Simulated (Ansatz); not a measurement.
Consider LiF in the rock salt structure (space group Fm-3m, No. 225).

```
LiF
1.0
    0.00000     2.00393     2.00393
    2.00393     0.00000     2.00393
    2.00393     2.00393     0.00000
Li F
1 1
Cartesian
  0.00000   0.00000   0.00000
  2.00393   2.00393   2.00393
```

Cartesian axes are those of the cell as printed.

Computed with Ansatz (a quantum-chemistry and plane-wave program), PBEsol, PAW, cutoff 420 eV, no SOC.

Modification: an isotropic linear strain of +2.00 %; the atoms relax in the strained cell.

Predict the stress tensor and what it implies for the stiffness.

Stress of the strained cell less that of the base (GPa, compression positive):
```
  -3.79    0.00    0.00
   0.00   -3.79    0.00
   0.00    0.00   -3.79
```

Then B = −ΔP/(ΔV/V₀) with ΔV/V₀ = 0.0612 gives secant stiffness values (nonlinear terms included at this strain): B ≈ 62 GPa.

As a check, the harmonic strain energy −½ V₀ Δσ:ε is 5.7 meV/atom; the computed energy rise is 6.1 meV/atom.

Whether these cells are dynamically stable was not tested.
